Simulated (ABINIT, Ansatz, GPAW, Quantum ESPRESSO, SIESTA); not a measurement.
Be (P6_3/mmc, 4 atoms in the cell) computed with different codes at matched settings

Self-consistent single point.

```yaml
crystal:
  lattice:
    - [2.26275, 0.00000, 0.00000]
    - [-1.13138, 1.95960, 0.00000]
    - [0.00000, 0.00000, 7.28041]
  atoms:
    - { symbol: Be, position: [0.00000, 0.00000, 0.00000] }
    - { symbol: Be, position: [0.00000, 0.00000, 0.50000] }
    - { symbol: Be, position: [0.33333, 0.66667, 0.25000] }
    - { symbol: Be, position: [0.66667, 0.33333, 0.75000] }
```

All programs got the same cell, k-point mesh and kind of occupations (in Ansatz's words: kpoints.mp_grid.grid = 22 22 6; scf.occupations.method = gaussian; scf.occupations.width = 0.2 eV); potentials, basis and cutoffs are each program's usual ones.

| code | model | pressure (GPa) | k-points | cutoff |
|---|---|---|---|---|
| Quantum ESPRESSO | PBE, GBRV 1.5 ultrasoft (PBE) pseudopotentials | -2.69 | 208 | 40 Ry |
| GPAW | PBE, GPAW PAW datasets PBE (gpaw-data 1.0.1) | -1.12 | 208 | 800 eV |
| SIESTA | GGA PBE, numerical atomic orbitals DZP, PseudoDojo PBE standard norm-conserving potentials (rewritten from UPF to PSML) | -1.53 | 1532 | grid 300 Ry |
| ABINIT | PBE, norm-conserving pseudopotentials (PseudoDojo nc-sr-05 PBE standard) | -1.82 | 208 | 44 Ha |
| Ansatz | PBE, default PAW files | -2.66 | 208 | 420 eV |

The spread over the programs that give each value: pressure within 1.57 GPa.

The starting cell was generated: these elements placed on a structure prototype, without a prior relaxation; it need not be a known phase or ordering of this composition. Its lattice was rescaled by a random factor within 2.5 % of one.

Why do the programs differ, and what cannot be compared?

Differences of this kind can come from the potentials, where these differ, and from what each basis and cutoff leave unconverged. The valence holds different numbers of electrons (Quantum ESPRESSO 16, GPAW 8, SIESTA 16, ABINIT 16, Ansatz (a program for electronic structure) 8). The zero of total energies and Fermi levels follows the potentials and each program's conventions, so they are not compared here. SIESTA uses small atom-centred bases, whose incompleteness enters pressures, forces and empty levels differently from a plane-wave cutoff. Ansatz's pressure is given at a fixed set of plane waves, as the other plane-wave codes print theirs; with its correction for the finite basis it is -2.61 GPa. The programs reduce the same mesh by symmetry to different extents, which changes the work and not the result. In the pressure, GPAW (by 1.12) lies more than 1 GPa from the median of the plane-wave programs.

Left out of this page: FLEUR (not drawn, or without a comparable value).

Keys are those of Ansatz 0.2.
